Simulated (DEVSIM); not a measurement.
**Schottky contact on n-type GaN**

Device: Schottky contact on n-type GaN, at 300 K.

```csv
layer (left to right),material,thickness (μm),Nd (cm⁻³),τn (s),τp (s)
1,GaN,0.940,2.4e16,3.5e-10,3.5e-10
```

Left contact: Schottky, work function 5.43 eV, emission velocity 9e6 cm/s. Right contact: ohmic. Voltage is applied to the left contact. Recombination: SRH at mid-gap, radiative, Auger. Mobility is μmin + (μ − μmin)/(1 + (N/Nref)^α).

Constants are typed, rounded textbook-type inputs, not results; the design itself was drawn at random and stands for no fabricated device. Values at 300 K.

```
parameter         GaN
-------------  ------
gap (eV)         3.43
affinity (eV)     4.1
permittivity      9.5
Nc (cm⁻³)      2.3e18
Nv (cm⁻³)      4.6e19
μn (cm²/Vs)      1200
μp (cm²/Vs)       100
μn,min             55
μp,min              3
Nref,n           2e17
Nref,p           3e17
αn                  1
αp                  2
B (cm³/s)       1e-11
Cn (cm⁶/s)      1e-30
Cp (cm⁶/s)      1e-30
```

Model (solved in DEVSIM): 1D drift-diffusion, Boltzmann statistics, complete ionisation; no tunnelling, impact ionisation, image-force lowering or self-heating. Metal contacts follow the ideal Schottky-Mott rule: no Fermi-level pinning, no interface dipoles.

```json
{
  "potential_step_across_the_device_at_zero_bias": "1.212 V",
  "largest_field_in_the_device_at_zero_bias": "100000 V/cm",
  "Dark forward voltage at 1 A/cm²": "0.946 V",
  "Dark forward voltage at 100 A/cm²": "1.071 V"
}
```

Small-signal capacitance in reverse bias (quasi-static):

| V (V) | C (nF/cm²) |
|---|---|
| -0.4 | 31.9 |
| -1 | 27.2 |
| -2 | 22.5 |
| -3 | 19.7 |
| -4 | 17.7 |
| -6 | 15.0 |
| -8 | 13.3 |
| -10 | 12.0 |
| -13 | 10.7 |
| -16 | 9.70 |
| -20 | 9.00 |

Dark forward current:

```tsv
V (V)	J (A/cm²)
0.15	4.6e-14
0.20	3.2e-13
0.25	2.2e-12
0.30	1.5e-11
0.35	1.0e-10
0.40	7.2e-10
0.45	4.9e-9
0.50	3.4e-8
0.55	2.4e-7
0.60	1.6e-6
0.65	1.1e-5
0.70	7.7e-5
0.75	0.00053
0.80	0.0036
0.85	0.025
0.90	0.17
0.95	1.1
1.00	7.7
1.05	50
1.10	270
1.15	960
1.20	2200
```
